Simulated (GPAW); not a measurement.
Input and output of a self-consistent single point for TiB2 (P1, 3 atoms in the cell) (GPAW).

Method of the run: PBE, GPAW PAW datasets PBE (gpaw-data 1.0.1) (plane waves; GPAW).

The change in words: lattice scaled by 0.98. Reference geometry:
```
CELL_PARAMETERS angstrom
      3.02593     0.00000     0.00000
     -1.51296     2.62053     0.00000
      0.00000     0.00000     3.22877
ATOMIC_POSITIONS crystal
  Ti 0.00766 0.00190 0.00025
  B  0.32625 0.66338 0.50323
  B  0.66609 0.33472 0.49652
```

Reference input (self-consistent single point, DFT PBE, plane waves, GPAW PAW datasets PBE (gpaw-data 1.0.1)): mode = pw; ecut = 950 eV; xc = PBE; kpts = 8 8 7; mesh shift (steps) = 0 0 0; occupations.name = fermi-dirac; occupations.width = 0.05 eV; nbands = -9; convergence.density = 1e-05 e/electron; convergence.energy = 1e-05 eV/electron; symmetry.symmorphic = false; symmetry.tolerance = 0.0005. This run's input differs from it in these lines:

```diff
@@ -5,5 +5,5 @@
 atoms = Atoms(['Ti', 'B', 'B'],
-              cell=[[3.025930, 0.000000, 0.000000],
-                    [-1.512965, 2.620532, 0.000000],
-                    [0.000000, 0.000000, 3.228770]],
+              cell=[[2.965411, 0.000000, 0.000000],
+                    [-1.482706, 2.568121, 0.000000],
+                    [0.000000, 0.000000, 3.164195]],
               scaled_positions=[[0.007660, 0.001901, 0.000253],
```

Output (repeated stretches shortened):

```
     iter     time        total  log10-change:
                         energy   eigst   dens
iter:   1 --:--:--   -25.076791
iter:   2 --:--:--   -24.524122   -1.26  -1.02
iter:   3 --:--:--   -23.241064   -0.92  -1.08
iter:   4 --:--:--   -23.182485   -2.51  -1.72
iter:   5 --:--:--   -23.200174   -2.12  -1.65
iter:   6 --:--:--   -23.202537   -2.74  -2.22
iter:   7 --:--:--   -23.205533   -3.92  -2.36
iter:   8 --:--:--   -23.196033   -3.06  -2.30
iter:   9 --:--:--   -23.196036   -4.85  -3.37
iter:  10 --:--:--   -23.196030c  -5.74  -3.40
iter:  11 --:--:--   -23.196024c  -5.83  -3.54
iter:  12 --:--:--   -23.196024c  -7.07  -4.14
iter:  13 --:--:--   -23.196024c  -8.36c -4.16
iter:  14 --:--:--   -23.196024c  -7.31  -4.21
iter:  15 --:--:--   -23.196024c  -8.51c -4.40
iter:  16 --:--:--   -23.196024c  -7.65c -4.46
iter:  17 --:--:--   -23.196024c  -9.21c -4.72
iter:  18 --:--:--   -23.196024c  -8.58c -4.80
iter:  19 --:--:--   -23.196024c  -8.80c -4.96
iter:  20 --:--:--   -23.196024c  -9.95c -5.33c
Converged after 20 iterations.

Dipole moment: (-0.312577, -0.076394, -0.013636) |e|*Ang

Energy contributions relative to reference atoms: (reference = -24562.993416)

Kinetic:        +30.135892
Potential:      -26.086116
External:        +0.000000
XC:             -27.286351
Entropy (-ST):   -0.000581
Local:           +0.040842
SIC:             +0.000000
--------------------------
Free energy:    -23.196314
Extrapolated:   -23.196024

Showing only first 2 kpts
 Kpt  Band  Eigenvalues  Occupancy
  0     7      9.89625    2.00000
  0     8      9.99980    2.00000
  0     9     14.35229    0.00000
  0    10     14.37549    0.00000

  1     7      9.84004    2.00000
  1     8     11.61269    2.00000
  1     9     13.67422    0.00000
  1    10     13.74062    0.00000

Fermi level: 12.35682

No gap
No difference between direct/indirect transitions
Energy (eV): -23.196024

Forces in eV/Ang:
  0 Ti   -0.50120   -0.12095   -0.02115
  1 B     0.49511    0.28802   -0.13717
  2 B     0.00600   -0.16709    0.15830

Stress tensor:
    -0.135555    -0.002652    -0.000075
    -0.002652    -0.130517    -0.000024
    -0.000075    -0.000024    -0.096238
Stress (GPa, Voigt): [-2.17184e+01 -2.09111e+01 -1.54190e+01 -3.90000e-03 -1.21000e-02
 -4.25000e-01]
```

The run converged in 20 iterations. GPAW prints stress with tension positive. Against the reference run the free energy rises by 32.0 meV/atom and the largest force goes from 0.512 to 0.589 eV/Å.

At such cutoffs GPAW's stress carries a finite-basis (Pulay) error, which enters relaxed cells too; its log prints stress with tension positive.

The starting cell comes from a database of computed structures (which also holds hypothetical and non-ambient phases and stackings), without a prior relaxation at this level. Its atoms were displaced at random from the sites of space group no. 191. For this run, on top of that: lattice scaled by 0.98. Spin polarisation is off.

Cost on one core of a shared machine: roughly 4 min.
